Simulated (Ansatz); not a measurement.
Amorphous Si$_{16}$O$_{24}$C$_{16}$H$_{40}$, 96 atoms at 1.20 g/cm³, one PBE-relaxed geometry, zone centre. Methods: PBE, scalar-relativistic without spin-orbit coupling (Ansatz, a program for electronic structure); r2SCAN, scalar-relativistic without spin-orbit coupling (Ansatz); HSE06, scalar-relativistic without spin-orbit coupling (Ansatz). Plane waves to 420 eV (r2SCAN 500 eV); exact exchange is cut at the cell's faces. At PBE the levels at the empty edge of the gap are localised (band-tail or defect states), and the nearest spread-out levels lie 1.9 eV apart at the zone centre. The higher rungs were started with moments on some atoms, which died out.

A CHGNet melt-quench gave the starting glass, which DFT then relaxed. O atoms were pushed apart under 1.9 Å during the dynamics, to hinder bonds among them. The hot cell started wider than the set density and was brought back towards it in steps. It is the lowest in DFT energy of 2 quenches. It is a model cell: composition and starting density were chosen by hand, and all elements were melted together. No dispersion term was used. Its density started from a set value of 1.20 and ended at 1.20 g/cm³. Cooling (nominally 340 K/ps over its main leg) ran many orders faster than in experiment, which tends to leave more defects and strain. One small periodic cell is one sample of the glass; other quenches scatter about these values. The volume was held where the preparation left it, at a PBE pressure of 0.1 GPa. Cycles of charging lowered its energy after that relaxation.

The relaxation ran on the zone centre alone. At PBE the level gap is 1.19 eV on a 2×2×2 Γ-centred mesh, and the spacing at the zone centre alone 1.19 eV.

Question: What zone-centre spacing does r2SCAN give, roughly?

Answer: 1.34 eV (+0.15 eV against PBE).

Question: What zone-centre spacing does HSE06 give, roughly?

Answer: 2.08 eV (+0.89 eV against PBE).

The highest filled and the lowest empty state spread over these numbers of atoms (participation numbers): PBE: 8.3 and 2.5; r2SCAN: 8.2 and 2.4; HSE06: 8.0 and 2.5.
